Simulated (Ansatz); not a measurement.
SiC under load (space group P6_3mc), PBE with spin-orbit coupling, rigid bands (Ansatz, an electronic-structure program). Condition of this run: hydrostatic pressure of -15 GPa (compression positive) (the target of the relaxation). Band gap 2.41 eV, N_c = 1.17e19 cm⁻³ and N_v = 6.07e19 cm⁻³ at 300 K, conductivity masses along x (a = (3.16, 0.00, 0.00) Å; b = (-1.58, 2.73, 0.00) Å; c = (0.00, 0.00, 5.18) Å) of 0.463 mₑ (electrons) and 1.13 mₑ (holes). Take k_BT = 0.02585 eV.

### Question
Find the intrinsic carrier density and the intrinsic Fermi level.

### Answer
n_i = √(N_c N_v) exp(−E_g/2k_BT) = 2.66e19 × exp(−46.61) = 1.5e-1 cm⁻³. The level lies (k_BT/2) ln(N_v/N_c) = 21 meV from mid-gap (positive towards the conduction band). Each 0.1 eV added to the gap lowers n_i by a factor of 6.9.

### Question
What built-in voltage has an abrupt junction with N_A = 1e16 and N_D = 1e18 cm⁻³, all dopants ionised?

### Answer
V_bi = E_g/e − (k_BT/e) ln(N_c N_v/(N_A N_D)) = 2.41 − 0.02585 × 11.17 = 2.12 V, for the computed gap.

### Question
A film of it is 2 nm thick, with its normal along the direction named. Estimate the confinement energies in an infinite well.

### Answer
ħ²π²/(2m t²) = 0.376 eV·nm²/(m/mₑ × t²) gives 203 meV for electrons and 83.2 meV for holes, so the gap would widen to about 2.70 eV. Finite barriers and nonparabolic bands lower this, and with several valleys or bands the heaviest mass along the normal sets the lowest level, not this average.

Rigid bands with the computed gap; masses take one relaxation time for all states. Geometry: cell and atoms relaxed with PBEsol.
